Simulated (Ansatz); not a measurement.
Structures of equal composition on the (111) surface of germanium: Si on one of 1 atoms of the third shell, H on every dangling bond; Si on all surface atoms, H on every dangling bond; Si on all atoms bonded under the surface atoms, H on every dangling bond. The slabs share one bottom face, and each structure is named by its start. These are constructed structures in small cells; real faces may alloy, dewet or reconstruct in larger ones, and not all known structures of the face are among them. Slabs of about 15 Å, Fermi-Dirac smearing of 0.025 eV. Bottom of the slabs: built like the top, H on every dangling bond, free. Relaxed from the named starts with such symmetry as they have, on meshes of like density; energies extrapolated to zero smearing; spin only where a row says so; no spin-orbit coupling, no U. Brackets mark spin-polarised runs, whose order is one that fits the cell.

Level of theory: PBE (plane waves to 420 eV, PAW; Ansatz, a first-principles code).

Q: Put the candidates in order of energy per 1x1 cell, lowest first, for PBE.

A: Si on all surface atoms, H on every dangling bond (0.000 eV), Si on all atoms bonded under the surface atoms, H on every dangling bond (0.128 eV), Si on one of 1 atoms of the third shell, H on every dangling bond (0.139 eV)
